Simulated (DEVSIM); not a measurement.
System: abrupt GaAs p-n junction, at 300 K.

```
layer (left to right)  material  thickness (μm)  Nd (cm⁻³)  Na (cm⁻³)  τn (s)   τp (s)
---------------------  --------  --------------  ---------  ---------  ------  -------
1                          GaAs            9.30          -     1.4e16  6.1e-9   6.1e-9
2                          GaAs            26.0     9.8e14          -  6.1e-9  1.8e-10
```

Left contact: ohmic. Right contact: ohmic. Voltage is applied to the left contact. Recombination: SRH at mid-gap, radiative, Auger. Mobility is constant in doping.

The device is made up for the run: typed textbook-type constants, with dimensions and the other settings drawn at random. Values at 300 K.

| parameter | GaAs |
|---|---|
| gap (eV) | 1.424 |
| affinity (eV) | 4.07 |
| permittivity | 12.9 |
| Nc (cm⁻³) | 4.7e17 |
| Nv (cm⁻³) | 9e18 |
| μn (cm²/Vs) | 8500 |
| μp (cm²/Vs) | 400 |
| B (cm³/s) | 2e-10 |
| Cn (cm⁶/s) | 1e-30 |
| Cp (cm⁶/s) | 1e-30 |

Model (solved in DEVSIM): 1D drift-diffusion, Boltzmann statistics, complete ionisation; no tunnelling, impact ionisation, image-force lowering or self-heating.

### Question
Give the dark reverse current.

### Answer

| V (V) | J (A/cm²) |
|---|---|
| -0.20 | -1.4e-9 |
| -0.50 | -2.5e-9 |
| -1.00 | -4.1e-9 |
| -1.50 | -5.4e-9 |
| -2.00 | -6.6e-9 |
| -3.00 | -8.6e-9 |
| -4.00 | -1.0e-8 |
| -5.00 | -1.2e-8 |
| -6.50 | -1.4e-8 |
| -8.00 | -1.6e-8 |
| -10.00 | -1.8e-8 |
